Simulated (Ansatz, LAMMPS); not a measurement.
Si well of 13 atomic layers along [001] in random Si0.8Ge0.2, Ge share that oscillates in the well. Cell 16.58 × 16.58 × 54.99 Å, Si617Ge103, 720 atoms. Prepared with LAMMPS with Tersoff's 1989 multicomponent potential (SiCGe.tersoff): minimisation. 

Basis: localised support functions (accuracy medium) on a full density matrix. k-points: zone centre alone; occupations: Fermi-Dirac, 0.010 eV; spin polarisation not allowed. No spin-orbit coupling.

**Question.** What gap and bonding does PBE, support functions at accuracy medium on the grid of 370 eV (Ansatz, a program for electronic structure) give?

**Answer.** 
- Kohn-Sham gap of the cell on its k-mesh = 0.50 eV
- weight of the highest filled level on the well = 0.29
- weight of the lowest empty level on the well = 0.84
- coordination (neighbours within 2.850 Å) = 100.0 % 4-fold
- Ge-Ge bonds, mean ± spread = 2.464 ± 0.006 Å
- Ge-Si bonds, mean ± spread = 2.420 ± 0.006 Å
- Si-Si bonds, mean ± spread = 2.378 ± 0.006 Å
- bond angles, mean ± spread = 109.5° ± 0.9°
- pressure = -0.62 GPa
